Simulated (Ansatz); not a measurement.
Carrier doping in SrTiO3

Base system: SrTiO3 in the cubic perovskite structure (space group Pm-3m, No. 221; a = 3.908 Å).

Carriers are added at fixed cell with a uniform background; the Fermi–Dirac width is that of 300 K.

Calculations: r2SCAN (Ansatz, a program for electronic structure, PAW, no spin-orbit coupling), earlier PAW set.

Notes on the quantities. Fermi level from band edge: Fermi level relative to the doped band's edge (positive inside the band; to 0.05 eV).

```json
[
 {"electron density (10^21 cm⁻³)": "2", "Fermi level from band edge (eV)": "0.20"},
 {"electron density (10^21 cm⁻³)": "3", "Fermi level from band edge (eV)": "?"},
 {"electron density (10^21 cm⁻³)": "5", "Fermi level from band edge (eV)": "0.40"},
 {"electron density (10^21 cm⁻³)": "7", "Fermi level from band edge (eV)": "0.55"}
]
```

### Question
Fit E_F = C n^s, fitted as a line in log–log form (a parabolic band gives s = 2/3) to the rows shown and predict the withheld row.

### Answer
Least squares on the printed values gives C = 0.11 eV, s = 0.80 (largest residual 0.01 eV); this predicts 0.27 eV, and the run gives 0.25 eV, in agreement.

Charged cell with a jellium background: band edges are those of the host's band count, energies are not comparable with the neutral cell, and many-body gap narrowing is missing. No phonon test of stability was made. All final runs are without spin polarisation. Many cubic perovskites are stable only at high temperature; tilts and polar distortions were not tested.
